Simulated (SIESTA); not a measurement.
SIESTA run on Ni₃Fe (Pm-3m, 4 atoms in the cell): self-consistent single point.

Method: GGA PBE, numerical atomic orbitals DZP, PseudoDojo PBE standard norm-conserving potentials (rewritten from UPF to PSML) (SIESTA).

The change in words: lattice scaled by 0.98. Reference geometry:
```yaml
crystal:
  lattice:
    - [3.58763, 0.00000, 0.00000]
    - [0.00000, 3.58763, 0.00000]
    - [0.00000, 0.00000, 3.58763]
  atoms:
    - { symbol: Fe, position: [0.00000, 0.00000, 0.00000], spin: 3.0 }
    - { symbol: Ni, position: [0.00000, 0.50000, 0.50000], spin: 0.5 }
    - { symbol: Ni, position: [0.50000, 0.00000, 0.50000], spin: 0.5 }
    - { symbol: Ni, position: [0.50000, 0.50000, 0.00000], spin: 0.5 }
```
(The spins are starting values, not results.)

Reference input (self-consistent single point, DFT, GGA PBE, numerical atomic orbitals DZP, PseudoDojo PBE standard norm-conserving potentials (rewritten from UPF to PSML)): XC.functional = GGA; XC.authors = PBE; potentials = PseudoDojo PBE standard; PAO.BasisSize = DZP; PAO.EnergyShift = 0.01 Ry; MeshCutoff = 400 Ry; kgrid.MonkhorstPack = 7 7 7; OccupationFunction = FD; ElectronicTemperature = 50 meV; Spin = polarized; DM.InitSpin = [1 +3.00, 2 +0.50, 3 +0.50, 4 +0.50]; MaxSCFIterations = 150. This run's input differs from it in these lines:

```diff
@@ -10,3 +10,3 @@
 %endblock ChemicalSpeciesLabel
-LatticeConstant              3.587630 Ang
+LatticeConstant              3.515877 Ang
 %block LatticeVectors
```

Output (repeated stretches shortened):

```
        iscf     Eharris(eV)        E_KS(eV)     FreeEng(eV)     dDmax    Ef(eV) dHmax(eV)
   scf:    1   -17055.207067   -17088.518315   -17088.549021  0.633434 -1.116295 15.223844
     spin moment: {S} , |S| = {        0.0        0.0    5.01960 }     5.01960
   scf:    2   -17101.272384   -17096.894658   -17096.927605  0.177916 -2.017181 12.616729
     spin moment: {S} , |S| = {        0.0        0.0    4.86150 }     4.86150
   scf:    3   -17103.803205   -17101.167699   -17101.198221  0.119609 -2.645174  6.156225
     spin moment: {S} , |S| = {        0.0        0.0    4.93356 }     4.93356
   [... lines left out ...]
     spin moment: {S} , |S| = {        0.0        0.0    4.98680 }     4.98680
   scf:   15   -17103.565344   -17103.565330   -17103.589064  0.000058 -3.579938  0.001969
     spin moment: {S} , |S| = {        0.0        0.0    4.98714 }     4.98714
   scf:   16   -17103.565347   -17103.565338   -17103.589064  0.000045 -3.579822  0.001298
     spin moment: {S} , |S| = {        0.0        0.0    4.98735 }     4.98735
   scf:   17   -17103.565343   -17103.565340   -17103.589064  0.000028 -3.579778  0.000950
     spin moment: {S} , |S| = {        0.0        0.0    4.98742 }     4.98742
SCF Convergence by DM+H criterion
max |DM_out - DM_in|         :     0.0000275785
max |H_out - H_in|      (eV) :     0.0009496290
SCF cycle converged after 17 iterations

Using DM_out to compute the final energy and forces

siesta: E_KS(eV) =           -17103.5653

siesta: E_KS - E_eggbox =    -17103.5653

siesta: Atomic forces (eV/Ang):
     1   -0.000000    0.000000    0.000000
     2    0.000000    0.000000   -0.000000
     3    0.000000   -0.000000   -0.000000
     4    0.000000    0.000000    0.000000
   Tot    0.000000    0.000000   -0.000000
   Max    0.000000
   Res    0.000000    sqrt( Sum f_i^2 / 3N )
   Max    0.000000    constrained

Stress tensor Voigt[x,y,z,yz,xz,xy] (kbar):        6.00        6.00        6.00       -0.00        0.00       -0.00
(Free)E + p*V (eV/cell)   -17103.7518
   [... lines left out ...]
siesta: FreeEng =    -17103.589064
siesta: Cell volume =         43.461131 Ang**3
siesta:          -6.00029814         -6.00029814  kBar
   [... lines left out ...]

             -0.086  -0.078  -0.083

mulliken: Qtot =       32.506

Mulliken Atomic Populations:
Atom #   charge [q] valence [e]      Sz [e]  Species
     1    -0.160774   16.160774    3.118774  Fe
     2     0.053591   17.946409    0.622882  Ni
     3     0.053591   17.946409    0.622882  Ni
     4     0.053591   17.946409    0.622882  Ni
 Total    -0.000000                4.987421
```

The run converged in 17 iterations. Against the reference run the free energy drops by 19.7 meV/atom, the pressure goes from -8.07 to -0.60 GPa and the size of the net moment hardly changes (1.26 to 1.25 μB/atom).

The starting cell has typed, rounded lattice constants, without a prior relaxation at this level. Its lattice was rescaled by a random factor within 2.5 % of one. For this run, on top of that: lattice scaled by 0.98. The magnetic order is the one reached from the typed start; others were not searched systematically. Values carry the incompleteness of an atom-centred basis.

Cost on one core of a shared machine: roughly 2 min.
